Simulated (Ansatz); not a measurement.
Results of PBEsol in Ansatz (plane waves, PAW) for spinel GeFe2O4.

Run with plane-wave cutoff 520 eV, 12×12×12 k mesh, Fermi–Dirac smearing 0.05 eV, spin-polarised with parallel moments, scalar-relativistic PAW data made under PBE.

Cell (relaxed at this level):

```yaml
crystal:
  lattice:
    - [0.00000, 4.17059, 4.17059]
    - [4.17059, 0.00000, 4.17059]
    - [4.17059, 4.17059, 0.00000]
  atoms:
    - { symbol: Ge, position: [0.00000, 0.00000, 0.00000] }
    - { symbol: Ge, position: [0.25000, 0.25000, 0.25000] }
    - { symbol: Fe, position: [0.62500, 0.12500, 0.62500], spin: 4.0 }
    - { symbol: Fe, position: [0.12500, 0.62500, 0.62500], spin: 4.0 }
    - { symbol: Fe, position: [0.62500, 0.62500, 0.12500], spin: 4.0 }
    - { symbol: Fe, position: [0.62500, 0.62500, 0.62500], spin: 4.0 }
    - { symbol: O, position: [0.37369, 0.87892, 0.37369] }
    - { symbol: O, position: [0.37108, 0.87631, 0.87631] }
    - { symbol: O, position: [0.37369, 0.37369, 0.87892] }
    - { symbol: O, position: [0.87631, 0.37108, 0.87631] }
    - { symbol: O, position: [0.37369, 0.37369, 0.37369] }
    - { symbol: O, position: [0.87631, 0.87631, 0.87631] }
    - { symbol: O, position: [0.87892, 0.37369, 0.37369] }
    - { symbol: O, position: [0.87631, 0.87631, 0.37108] }
```

**Question.** What does this level give for the bulk modulus B0 and pressure derivative B′ of the bulk modulus?

**Answer.** 
- bulk modulus B0: 193 GPa
- pressure derivative B′ of the bulk modulus: 4.6

Note: the magnetic order was assumed, not searched for or taken from measurement; functionals without U or exact exchange can leave correlated insulators metallic, so the missing gap need not be real.

Spins in the cell block are starting values.

Computed values are for the static lattice.

Computing time: about 80 core-minutes (a rough figure).

Ansatz is a first-principles code.
